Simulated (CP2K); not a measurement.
Checking a run of CP2K on VAg₂AsO₆ (P-1, 20 atoms in the cell). The aim is a self-consistent single point with DFT LDA (Pade form), GPW, DZVP-MOLOPT-SR-GTH basis, GTH-PADE potentials (GTH_POTENTIALS).

Cell that was meant: a = 6.5357 Å, b = 6.5374 Å, c = 7.2062 Å, α = 91.66°, β = 116.09°, γ = 90.04°.

Part of the input:

```
    &END MGRID
    &SCF
      SCF_GUESS ATOMIC
      EPS_SCF 0.01
      MAX_SCF 100
      ADDED_MOS 24
      &DIAGONALIZATION
```

The program printed (abridged):

```
 GLOBAL| Method name                                                        CP2K
   [... lines left out ...]
                        No outer SCF

 Extrapolation method: initial_guess

 Number of electrons:                                                        152
 Number of occupied orbitals:                                                 76
 Number of molecular orbitals:                                               100

 Number of orbital functions:                                                334
 Number of independent orbital functions:                                    334
 SCF WAVEFUNCTION OPTIMIZATION

  Step     Update method      Time    Convergence         Total energy    Change
     1 NoMix/Diag. 0.30E+00      -     1.87723667      -496.3747649070 -4.96E+02
     2 Broy./Diag. 0.30E+00      -     0.62115760      -489.9770387721  6.40E+00
     3 Broy./Diag. 0.30E+00      -     0.46576656      -492.5594136917 -2.58E+00
     4 Broy./Diag. 0.30E+00      -     0.13328572      -496.9475657959 -4.39E+00
     5 Broy./Diag. 0.30E+00      -     0.05996962      -496.2986602625  6.49E-01
     6 Broy./Diag. 0.30E+00      -     0.02869211      -495.8985361003  4.00E-01
     7 Broy./Diag. 0.30E+00      -     0.00412505      -495.9280674820 -2.95E-02
  *** SCF run converged in     7 steps ***

  Overlap energy of the core charge distribution:               0.00000112863205
  Self energy of the core charge distribution:              -1013.06237116872660
  Core Hamiltonian energy:                                    292.89103375677939
  Hartree energy:                                             308.06034368179263
  Exchange-correlation energy:                                -83.81707488042878

  Total energy:                                              -495.92806748195136

 ENERGY| Total FORCE_EVAL ( QS ) energy [hartree]           -495.981087279161386

 FORCES| Atomic forces [hartree/bohr]
 FORCES|   Atom     x               y               z               |f|
   [... lines left out ...]
 STRESS|                        x                   y                   z
 STRESS|      x       -1.04824220731E+05  -1.42935349559E+02  -2.16483165334E+03
 STRESS|      y       -1.42935349559E+02  -1.14659474743E+05  -7.19936529816E+03
 STRESS|      z       -2.16483165334E+03  -7.19936529816E+03  -1.08006891368E+05
 STRESS| 1/3 Trace                                            -1.09163528947E+05
```

Problem. Is this run sound? If not, what is wrong?

Solution. The run is not sound. The fault is a convergence threshold that is too loose. A loop that stops early leaves an energy error of second order in the density error, but errors of first order in forces and stress. To fix it, tighten the threshold. The run converged in 7 iterations without an error; against the sound input the free energy hardly moves (within 1 meV/atom), the pressure goes from -11.05 to -10.92 GPa, the largest force goes from 1.768 to 1.690 eV/Å and the gap on the mesh goes from 1.399 to 1.351 eV.

The sound input it was made from differs as follows (other fixes are possible):
```diff
-      EPS_SCF 0.01
+      EPS_SCF 1E-7
```

With that input, the run converged in 23 iterations: free energy E − TS -13496.3423 eV; top of the valence band (on the code's own zero) 3.38 eV; gap on the k-point mesh 1.40 eV; pressure -11.05 GPa; largest force (vector length) 1.768 eV/Å (DFT LDA (Pade form), GPW, DZVP-MOLOPT-SR-GTH basis, GTH-PADE potentials (GTH_POTENTIALS)).

On the sound input: the starting cell comes from a database of computed structures (which also holds hypothetical and non-ambient phases and stackings), without a prior relaxation at this level. Values carry the incompleteness of an atom-centred basis. With a pressure of about -11 GPa the cell is away from its equilibrium volume at this level. Forces in this geometry exceed 1 eV/Å.
